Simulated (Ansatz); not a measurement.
Crystal: BaSnF₄ (P4/nmm, not sure to be the ambient phase, 12 atoms a cell, 17.6 Å³ an atom, -2 GPa at this level); planes in its conventional cell.

Computed with PBEsol (plane waves, PAW; Ansatz, a quantum-chemistry and plane-wave program).

The gap is the functional's own. No spin-orbit coupling. Mid-gap values are interpolated on the energy grid.

| plane | area of the cell (Å²) | mid-gap κ (1/Å) | largest κ in the gap (1/Å) |
|---|---|---|---|
| (100) | 47.9 | 0.37 | 0.37 |
| (110) | 67.7 | ___ | ___ |
| (111) | 70.5 | ___ | ___ |

Task: The slowest decay depends on the direction. Supply the withheld values.

Result: 
- (110), mid-gap κ (1/Å): 0.31
- (110), largest κ in the gap (1/Å): 0.32
- (111), mid-gap κ (1/Å): 0.32
- (111), largest κ in the gap (1/Å): 0.33
